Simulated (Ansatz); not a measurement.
Results of r²SCAN+rVV10 (plane waves, PAW; Ansatz, a first-principles code) for BAs (model structure, started from the CdTe type, P6₄22, No. 181, 6 atoms in the cell).

Settings: plane-wave cutoff 560 eV, 18×18×8 k mesh (along the axes of the cell as run), Fermi–Dirac smearing 0.05 eV, scalar-relativistic PAW data made under PBE.

Cell (relaxed at this level):

```cif
data_As3B3
_chemical_formula_sum 'B3 As3'
_space_group_name_H-M_alt 'P6422'
_space_group_IT_number 181
_space_group_name_Hall 'P 64 2 (0 0 2)'
_cell_length_a 3.44020
_cell_length_b 3.44020
_cell_length_c 7.44505
_cell_angle_alpha 90.000
_cell_angle_beta 90.000
_cell_angle_gamma 120.000
loop_
_atom_site_label
_atom_site_type_symbol
_atom_site_symmetry_multiplicity
_atom_site_Wyckoff_symbol
_atom_site_fract_x
_atom_site_fract_y
_atom_site_fract_z
_atom_site_occupancy
B1 B 3 c 0.50000 0.00000 0.00000 1
As1 As 3 d 0.50000 0.00000 0.50000 1
```

**Question.** What does this level give for the band gap and smallest direct gap on the k points sampled?

**Answer.** 
* **band gap**: 0.64 eV (indirect)
* **smallest direct gap on the k points sampled**: 2.51 eV

Note: the relaxation could raise the start's symmetry but not lower it, so the cell can be a saddle point.

Spin–orbit coupling is not included.

The computed numbers hold no vibrational or temperature effects.

Cost on a shared machine: around 70 core-seconds (rough).

A model structure was made by putting elements into a prototype or built by hand; it is no filed structure, need not be a known phase, and can be a saddle point held by its symmetry.
